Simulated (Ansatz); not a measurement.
Cell and atoms of amorphous Ga24O39Al2:

```
Al2Ga24O39
1.0
    9.48187    -0.05428    -0.06339
   -0.05428     9.35470     0.01362
   -0.06339     0.01362     9.04861
Ga O Al
24 39 2
Direct
  0.80557   0.07972   0.08619
  0.52933   0.09964   0.31837
  0.56105   0.78864   0.80714
  0.39311   0.32346   0.56726
  0.58318   0.18157   0.81723
  0.97411   0.49474   0.45572
  0.17099   0.58981   0.16567
  0.09045   0.13717   0.54923
  0.13048   0.51770   0.79325
  0.09821   0.24473   0.24947
  0.44775   0.97285   0.03994
  0.60940   0.65411   0.10889
  0.67378   0.77785   0.49445
  0.10730   0.88648   0.96875
  0.35632   0.63862   0.51840
  0.43146   0.48759   0.91848
  0.79936   0.06113   0.42035
  0.92723   0.31312   0.92760
  0.67144   0.37350   0.48724
  0.25731   0.18337   0.84228
  0.06009   0.79062   0.59633
  0.86959   0.75701   0.26061
  0.85460   0.67926   0.87243
  0.87880   0.00188   0.75673
  0.22907   0.80967   0.48242
  0.76117   0.82493   0.75363
  0.05529   0.31533   0.43899
  0.39047   0.96401   0.24380
  0.27100   0.17771   0.63542
  0.70308   0.22795   0.35140
  0.85995   0.96779   0.24893
  0.62663   0.97402   0.46006
  0.49805   0.47240   0.44820
  0.14342   0.80551   0.15713
  0.57429   0.26973   0.63684
  0.60571   0.08368   0.11604
  0.42590   0.28212   0.89752
  0.07088   0.97403   0.68361
  0.08195   0.58954   0.60090
  0.51658   0.99539   0.83247
  0.79954   0.50731   0.53337
  0.24696   0.56843   0.95960
  0.04881   0.74287   0.83447
  0.12597   0.06578   0.35026
  0.93736   0.98703   0.95563
  0.22083   0.37732   0.17291
  0.88051   0.13141   0.59294
  0.51151   0.74063   0.60689
  0.77405   0.18349   0.87994
  0.30882   0.59173   0.31829
  0.25462   0.02402   0.96536
  0.99211   0.58947   0.27041
  0.93658   0.24226   0.12090
  0.59979   0.58911   0.86848
  0.48572   0.78267   0.00903
  0.32590   0.49311   0.67988
  0.10128   0.30237   0.83200
  0.92756   0.49765   0.86406
  0.67665   0.70036   0.30426
  0.50667   0.47983   0.12233
  0.39661   0.24367   0.36005
  0.88471   0.80459   0.47980
  0.79816   0.71549   0.06180
  0.22619   0.90715   0.31082
  0.39600   0.42259   0.27216
```

Methods: PBE, scalar-relativistic without spin-orbit coupling (Ansatz, a first-principles code); r2SCAN, scalar-relativistic without spin-orbit coupling (Ansatz); HSE06, scalar-relativistic without spin-orbit coupling (Ansatz). Neutral PBE cell, which sets geometry, pressure and energy: sampling: a 2×2×2 Γ-centred mesh; Fermi-Dirac width 0.02 eV; no spin polarisation. Exact exchange is cut at the faces of this 9 Å cell, which leaves hybrid gaps a finite-size error.

Preparation: random packing, a CHGNet melt and quench, and a DFT relaxation. O atoms were pushed apart under 1.9 Å during the dynamics, to hinder bonds among them. The hot cell started wider than the set density and was brought back towards it in steps. It is the lowest in DFT energy of 2 quenches. It is a model cell: composition and starting density were chosen by hand, and all elements were melted together. No dispersion term was used. Its density started from a set value of 4.87 and ended at 4.86 g/cm³. Cooling (nominally 330 K/ps over its main leg) ran many orders faster than in experiment, which tends to leave more defects and strain. A cell of this size samples the disorder only roughly. The volume was held where the preparation left it and the shape relaxed. Cycles of charging lowered its energy after that relaxation.

Problem. Give the pressure, the energy against reference phases and the spacing of the highest filled and lowest empty levels.

Solution. 
```json
{
 "Pressure on a 2×2×2 Γ-centred mesh": "-0.75 GPa",
 "Largest force and stress component on that mesh (the relaxation ran on the zone centre alone)": "0.06 eV/Å and 1.0 GPa",
 "Energy relative to beta Ga2O3 + corundum (lowest mix at this level among the phases computed, not always the ambient ones)": "0.136 eV/atom",
 "Level gap on a 2×2×2 Γ-centred mesh (PBE)": "1.65 eV",
 "Level gap at the zone centre (PBE)": "1.65 eV",
 "Level gap at the zone centre (r2SCAN)": "2.18 eV",
 "Level gap at the zone centre (HSE06)": "3.32 eV",
 "Distance between the nearest levels spread over more than a fifth of the atoms or a third of the atoms of their main element (six at least) (PBE, zone centre)": "1.98 eV"
}
```

Problem. At PBE and the zone centre, how localised are the states just below and above the Fermi level (participation number: the atoms over which a state spreads)?

Solution. The highest filled state is spread over 5.4 atoms' worth, largest on O61, with weights by element (charge in smoothed Voronoi cells) O 0.95, Ga 0.04, Al 0.01. The lowest empty state is spread over 59.4 atoms' worth, largest on Ga24, with weights by element (charge in smoothed Voronoi cells) O 0.52, Ga 0.46, Al 0.02.

At PBE the levels at the filled edge of the gap are localised (band-tail or defect states), and the nearest spread-out levels lie 2.0 eV apart at the zone centre.

Cut-offs for bonds: Ga-Ga 2.68 Å, Ga-O 2.40 Å, Ga-Al 2.67 Å, O-O 1.58 Å, O-Al 2.24 Å, Al-Al 2.66 Å. Two cations that share two anions don't count as bonded, nor two that share one unless they lie closer than Ga-Ga 2.61 Å, Ga-Al 2.60 Å, Al-Al 2.59 Å.

Added carriers, by PBE, scalar-relativistic without spin-orbit coupling (Ansatz) on the zone centre alone. Charged cells keep the cell fixed and stand in a uniform background, with no image correction, at a width of 0.01 eV; where the count is odd the moment is locked at 1 μB, unless the neutral cell bore moments. Each starts from the undistorted neutral geometry alone. PBE's self-interaction favours spread-out carriers, so it can miss traps that a hybrid finds.

Problem. What happens at PBE when the cell takes an extra electron and the atoms relax?

Solution. Relaxation lowers the charged cell by 0.02 eV. The largest moves are Ga23 0.08 Å, O54 0.04 Å, O26 0.04 Å, O43 0.04 Å. The level that holds the added charge spreads over 59.3 atoms' worth, most on Ga24 (weight 0.03): a carrier spread over the cell. No bond crosses its cut-off with a change of over 0.15 Å (metal-metal contacts aside). Made neutral again at that geometry, the cell lies +0.02 eV from the neutral start.

Problem. What happens at PBE when the cell takes a hole and the atoms relax?

Solution. Relaxation lowers the charged cell by 0.42 eV. The largest moves are O33 0.43 Å, Ga23 0.39 Å, Ga19 0.32 Å, Ga15 0.29 Å. The level that was emptied spreads over 2.7 atoms' worth, most on O33 (weight 0.44): a localised (trapped) carrier, which neighbours of that atom can share. Bonds broken: Ga9-O56, Ga12-O54, Ga15-O33. Bonds formed: Ga15-O39, Ga17-O62, Ga23-O54. Made neutral again at that geometry, the cell lies +1.11 eV from the neutral start (a closed shell was imposed there, with levels 0.06 eV apart, so this is an upper bound).
